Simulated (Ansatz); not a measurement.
Structures of equal composition on the (111) surface of fcc Ni, ferromagnetic: a layer of Si in place of the second plane; a layer of Si in place of the third plane. The slabs share one bottom face, and each structure is named by its start. These are constructed structures in small cells; real faces may alloy, dewet or reconstruct in larger ones, and not all known structures of the face are among them. Slabs of about 10 Å with all that they carry, Fermi-Dirac smearing of 0.1 eV. Bottom of the slabs: a bare face, its two planes held. Relaxed from the named starts with such symmetry as they have, on meshes of like density; energies extrapolated to zero smearing; no spin-orbit coupling, no U. Spin-polarised runs, if any, are marked in brackets, and their order is one that fits the cell; the others ran without spin. Where a second, spin-polarised start was run, the lower counts.

Method: PBE (plane waves to 420 eV, PAW; Ansatz, a program for electronic structure).

Problem. Put the candidates in order of energy per 1x1 cell, lowest first, for PBE.

Solution. a layer of Si in place of the second plane (0.000 eV [spin, 2.1 μB a cell]), a layer of Si in place of the third plane (0.059 eV [spin, 2.1 μB a cell])
